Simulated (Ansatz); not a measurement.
End structure of a constructed model of the (0001) surface of hcp Hf, a pseudomorphic layer of Mn in the host's stacking (bottom of the slab: a bare face, its two planes held):

```
CELL_PARAMETERS angstrom
      3.20485     0.00000     0.00000
     -1.60243     2.77549     0.00000
      0.00000     0.00000    31.50000
ATOMIC_POSITIONS crystal
  Hf 0.66667 0.33333 0.25632
  Hf 0.33333 0.66667 0.33675
  Hf 0.66667 0.33333 0.41848
  Hf 0.33333 0.66667 0.49876
  Hf 0.66667 0.33333 0.57923
  Hf 0.33333 0.66667 0.66016
  Mn 0.66667 0.33333 0.72772
```

Model: 7-atom slab, 15.4 Å thick at the start, 13x13x1 mesh, Fermi-Dirac 0.1 eV, dipole correction, 2 atoms held, the rest relaxed; start symmetry kept, larger cells not searched; spin-polarised, ending with about 3.7 μB a cell; orders that need a larger cell were not tried, no spin-orbit, no U. It is one candidate, not shown to be the stable structure of the face.

Problem. Predict the work function of the top face from PBE (Ansatz, a program for electronic structure).

Solution. 3.47 eV
